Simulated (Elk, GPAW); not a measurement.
An Elk input for a self-consistent single point of Mg₂Sn (Fm-3m, 3 atoms in the cell) (DFT, PBE, all-electron FP-LAPW, Elk's shipped species files, LAPW+lo basis):

```
tasks
  0

xctype
  20

rgkmax
  7.5

gmaxvr
  14.0

nxoapwlo
  1

stype
  0

swidth
  0.00999582

maxscl
  100

scale
  8.896077689

avec
    0.0000000000    0.7071067812    0.7071067812
    0.7071067812    0.0000000000    0.7071067812
    0.7071067812    0.7071067812    0.0000000000

atoms
  2
  'Mg.in'
  2
  0.2500000000  0.2500000000  0.2500000000    0.0 0.0 0.0
  0.7500000000  0.7500000000  0.7500000000    0.0 0.0 0.0
  'Sn.in'
  1
  0.0000000000  0.0000000000  0.0000000000    0.0 0.0 0.0

ngridk
  6 6 6
```

### Question
Write the same calculation as an input for GPAW.

### Answer
This is the input that was run; spellings and numerical settings could be chosen otherwise.

```python
from ase import Atoms
from ase.units import GPa
from gpaw import GPAW, PW

atoms = Atoms(['Mg', 'Mg', 'Sn'],
              cell=[[0.000000, 3.328777, 3.328777],
                    [3.328777, 0.000000, 3.328777],
                    [3.328777, 3.328777, 0.000000]],
              scaled_positions=[[0.250000, 0.250000, 0.250000],
                                [0.750000, 0.750000, 0.750000],
                                [0.000000, 0.000000, 0.000000]],
              pbc=True)

calc = GPAW(mode=PW(800),
            xc='PBE',
            kpts={'size': (6, 6, 6), 'gamma': True},
            occupations={'name': 'methfessel-paxton', 'width': 0.272, 'order': 0},
            nbands=-7,
            symmetry={'symmorphic': False, 'tolerance': 0.0005},
            maxiter=120)

atoms.calc = calc

energy = atoms.get_potential_energy()
print('Energy (eV):', round(energy, 6))
forces = atoms.get_forces()
print('Forces (eV/Ang):')
print(forces.round(5))
stress = atoms.get_stress()
print('Stress (GPa, Voigt):', (stress / GPa).round(4))
```

Basis, cutoffs, solver keys and any potentials are the target program's own. This input uses DFT PBE, plane waves, GPAW PAW datasets PBE (gpaw-data 1.0.1).

The starting cell comes from a database of computed structures (which also holds hypothetical and non-ambient phases and stackings), without a prior relaxation at this level. Its lattice was rescaled by a random factor within 2.5 % of one.
